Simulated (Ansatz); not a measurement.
Structures of equal composition on the (111) surface of fcc Ag: a layer of Sc in place of the second plane; a layer of Sc in place of the third plane. The slabs share one bottom face, and each structure is named by its start. These are constructed structures in small cells; real faces may alloy, dewet or reconstruct in larger ones, and not all known structures of the face are among them. Slabs of about 12 Å, Fermi-Dirac smearing of 0.1 eV. Bottom of the slabs: a bare face, its two planes held. Relaxed from the named starts with such symmetry as they have, on meshes of like density; energies extrapolated to zero smearing; spin only where a row says so; no spin-orbit coupling, no U. Brackets mark spin-polarised runs, whose order is one that fits the cell.

These are PBE (plane waves to 420 eV, PAW; Ansatz, a program for electronic structure) values and carry that method's errors.

Problem. Rank these by energy per 1x1 cell (lowest first), as PBE gives it.

Solution. a layer of Sc in place of the second plane (0.000 eV), a layer of Sc in place of the third plane (0.026 eV)
